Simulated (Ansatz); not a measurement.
Take W in the bcc (W type) structure (space group Im-3m, No. 229; a = 3.1688 Å; relaxed with 0.1 eV smearing) as the base. Axes: x, y, z lie along the cube axes.

All numbers come from r2SCAN in Ansatz (plane waves to 500 eV, PAW, no spin-orbit coupling).

Base values:

* **Pressure**: 0.0 GPa
* **Shortest interatomic distance**: 2.744 Å

Modification: compressive biaxial strain of 0.50 % in the plane normal to [001], as in epitaxy on a mismatched substrate; the out-of-plane cell vector and the atoms relax.

**Question.** What does the calculation give for the pressure after the change?

**Answer.** The pressure (mean of the normal stresses, compression positive) goes from zero to 2.0 GPa.

**Question.** Predict the new out-of-plane strain.

**Answer.** The out-of-plane strain comes out as +0.38 %.

**Question.** Predict the new shortest interatomic distance.

**Answer.** The shortest interatomic distance decreases by 0.0057 Å, from 2.744 Å to 2.739 Å.

Stability against distortions was not tested. The final runs are not spin-polarised.

Ansatz is a quantum-chemistry and plane-wave program.
